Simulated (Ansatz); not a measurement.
# How far to go with the plane-wave cutoff: GePd (Pm, 8 atoms in the cell)

```
GePd
1.0
    5.76622     0.00000     0.00000
    0.00000     3.53861     0.00000
    0.00000     0.00000     6.27726
Ge Pd
4 4
Cartesian
  4.69716   2.65396   3.67706
  1.06906   0.88465   2.65020
  3.95217   0.88465   0.48843
  1.81405   2.65396   5.78883
  5.74442   2.65396   1.19889
  0.02180   0.88465   5.07837
  2.90491   0.88465   4.33753
  2.86131   2.65396   1.93974
```

Computed with PBEsol, default PAW files made with PBE (plane waves; Ansatz, a first-principles code).

Base settings: basis.ecutwfc = 420 eV; kpoints.mp_grid.grid = 2 3 2; hamiltonian.xc = pbesol; hamiltonian.pseudopotentials = {kind: paw} (the program's default PAW files); scf.occupations.method = gaussian; scf.occupations.width = 0.1 eV.

The second cell is the first with its lattice scaled by 0.98.

The mesh stays at the base's, so the ladder's end is converged at best in this setting alone.

The first pressure column holds Ansatz's estimate of the finite-basis (Pulay) stress, which hides part of the cutoff error; the other is without it.

Only quantities that move along the ladder and can be compared are tabulated.

The count of work is k-points × plane waves × bands × iterations; it is no time. 

The starting cell comes from a database of computed structures (which also holds hypothetical and non-ambient phases and stackings), without a prior relaxation at this level. Its lattice was rescaled by up to half a per cent. One atom was moved a little off its site on purpose. Spin polarisation is off. Without a gap this mesh is coarse (it stands for a supercell whose shortest vector is 11 Å).

```csv
basis.ecutwfc,free energy less the last step's (meV/atom),energy of the compressed cell less the first (meV/atom),pressure (GPa),pressure without the Pulay estimate (GPa),largest difference of a force vector from the last step's (eV/Å),count of work / last
145 eV,62604.63,477.89,15.44,-1963.45,3.353,0.10
170 eV,28236.81,339.06,2.39,-1063.60,1.542,0.089
190 eV,14229.27,75.93,-2.42,-624.75,0.525,0.11
210 eV,6995.51,77.51,-5.81,-356.98,0.464,0.11
230 eV,3403.58,77.44,-4.37,-200.03,0.270,0.11
250 eV,1593.08,-27.48,-2.49,-108.12,0.106,0.14
295 eV,225.71,9.73,-1.09,-22.44,0.063,0.18
335 eV,27.38,17.88,-1.58,-5.00,0.009,0.19
380 eV,3.33,17.09,-1.68,-1.89,0.001,0.23
420 eV,2.12,17.06,-1.70,-1.74,0.001,0.27
460 eV,1.37,16.98,-1.71,-1.76,0.000,0.31
505 eV,0.73,16.97,-1.71,-1.74,0.000,0.35
565 eV,0.47,16.95,-1.71,-1.72,0.000,0.42
630 eV,0.32,16.94,-1.71,-1.73,0.000,0.50
735 eV,0.11,16.92,-1.72,-1.72,0.000,0.62
840 eV,0.06,16.91,-1.72,-1.72,0.000,0.76
1010 eV,0.00,16.91,-1.72,-1.72,0.000,1.0
```

Coarsest basis.ecutwfc that holds the pressure within 0.2 GPa of the last step, with all finer ones: 335 eV, at 0.19 of the last step's count of work; the step before is off by 0.62 GPa.

Coarsest basis.ecutwfc that holds the forces within 0.005 eV/Å of the last step, with all finer ones: 380 eV, at 0.23 of the last step's count of work; the step before is off by 0.009 eV/Å.

Coarsest basis.ecutwfc that holds the energy of the compressed cell less the first within 2 meV/atom of the last step, with all finer ones: 335 eV, at 0.19 of the last step's count of work; the step before is off by 7.2 meV/atom.

The energy difference between the two cells stays within 1 meV/atom of the last step's from 335 eV on, the total only from 505 eV on: much of the error is common to both cells and cancels.

Two neighbours can agree and both be off: 210 eV and 230 eV differ by 0.07 meV/atom in the energy of the compressed cell less the first, yet lie about 61 meV/atom from the last step.

At the lowest cutoff the pressure without the Pulay estimate lies 1960 GPa under the last step's, the usual sign of Pulay stress in an incomplete plane-wave basis.

Keys are those of Ansatz 0.2.
